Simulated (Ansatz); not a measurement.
The reference is CsPbCl3 in the cubic perovskite structure (space group Pm-3m, No. 221; a = 5.6188 Å). Axes: x, y, z lie along the cube axes.

All numbers come from PBEsol (Ansatz, an electronic-structure program, PAW, no spin-orbit coupling).

Before the change:

| Quantity | Value |
|---|---|
| Band gap | 1.83 eV |

It is then changed as follows: strain tensor (xx, yy, zz, yz, xz, xy) = (+0.48, −0.59, +0.07, −0.86, +0.24, +0.21) %; the atoms relax in the strained cell.

Task: Predict the new band gap.

Result: The band gap shrinks by 0.047 eV (1.83 eV → 1.79 eV).

Task: How does this affect the stress?

Result: The stress (xx, yy, zz, yz, xz, xy; compression positive) comes out as (-0.23, 0.31, -0.03, 0.08, -0.02, -0.02) GPa.

With Pb present, leaving out spin-orbit coupling can change the band edges. Stability against distortions was not tested. Many cubic perovskites are stable only at high temperature; tilts and polar distortions were not tested. This is not the structure that CsPbCl3 has at room temperature and ambient pressure.
